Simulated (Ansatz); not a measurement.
## A computed series for LaSi2: pressure series

The parent structure is LaSi₂ (space group I4_1/amd, No. 141).

```
CELL_PARAMETERS angstrom
     -2.12851     2.12851     6.94821
      2.12851    -2.12851     6.94821
      2.12851     2.12851    -6.94821
ATOMIC_POSITIONS crystal
  La 0.50000 0.50000 0.00000
  La 0.25000 0.75000 0.50000
  Si 0.83458 0.33458 0.50000
  Si 0.08458 0.08458 0.00000
  Si 0.91542 0.91542 0.00000
  Si 0.66542 0.16542 0.50000
```

Cell and atoms are relaxed at each pressure.

Method: PBEsol (Ansatz, a first-principles code, PAW, without spin-orbit coupling).

Notes on the quantities. enthalpy: H = E + PV relative to the base's energy.

```csv
change,enthalpy,lattice parameter a
base,–,8.045 bohr
pressure 0.3 GPa,+0.04 eV/atom,8.032 bohr
pressure 0.7 GPa,+0.09 eV/atom,8.016 bohr
pressure 1.5 GPa,+0.19 eV/atom,7.986 bohr
```

Load acts through the strain it causes; cell and atoms are relaxed under it. Whether these cells are dynamically stable was not tested. The final runs are not spin-polarised.
